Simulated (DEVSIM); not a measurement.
System: In0.52Al0.48As/In0.53Ga0.47As p-n heterojunction, at 350 K.

```
layer (left to right)        material  thickness (μm)  Nd (cm⁻³)  Na (cm⁻³)  τn (s)  τp (s)
---------------------  --------------  --------------  ---------  ---------  ------  ------
1                      In0.52Al0.48As            1.60          -     2.1e17  1.6e-9  1.6e-9
2                      In0.53Ga0.47As           0.260     7.4e15          -  1.6e-9  1.6e-9
```

Left contact: ohmic. Right contact: ohmic. Voltage is applied to the left contact. Recombination: SRH at mid-gap, radiative, Auger. Mobility is μmin + (μ − μmin)/(1 + (N/Nref)^α).

Constants are typed, rounded textbook-type inputs, not results; the design itself was drawn at random and stands for no fabricated device. Values at 300 K; Nc and Nv go as T^1.5, mobilities as T to minus their exponent, the gap by Varshni's rule with the affinity fixed.

```
parameter         In0.52Al0.48As  In0.53Ga0.47As
----------------  --------------  --------------
gap (eV)                    1.45            0.74
affinity (eV)                  4            4.51
permittivity                12.5            13.9
Nc (cm⁻³)                 5.1e17          2.1e17
Nv (cm⁻³)                 1.1e19          7.7e18
μn (cm²/Vs)                 4000           12000
μp (cm²/Vs)                   75             300
μn,min                       800             300
μp,min                        10              10
Nref,n                      3e16          1.3e17
Nref,p                      1e17          4.9e17
αn                           1.1            0.48
αp                           0.6             0.4
T exponent of μn             1.5             1.6
T exponent of μp             1.5             1.6
B (cm³/s)                  1e-10         9.6e-11
Cn (cm⁶/s)                 1e-30           5e-29
Cp (cm⁶/s)                 1e-30           5e-29
Varshni α (eV/K)         0.00042         0.00035
Varshni β (K)                180             190
```

Simulated with DEVSIM: 1D drift-diffusion, Boltzmann statistics, complete ionisation; no tunnelling, impact ionisation, image-force lowering or self-heating. Band offsets follow the typed affinities; no thermionic-emission limit at abrupt steps, no polarisation charge.

The minority lifetime in layer 2 was swept, all else fixed.

| minority lifetime in layer 2 (s) | dark forward voltage at 1 A/cm² (V) |
|---|---|
| 4.8e-11 | ? |
| 1.6e-10 | 0.179 |
| 4.8e-10 | 0.182 |
| 1.6e-9 | 0.184 |
| 4.8e-9 | 0.185 |
| 1.6e-8 | 0.186 |
| 4.8e-8 | 0.186 |

**Question.** Fill in the missing entries.

**Answer.** 
- 4.8e-11, dark forward voltage at 1 A/cm² (V): 0.173
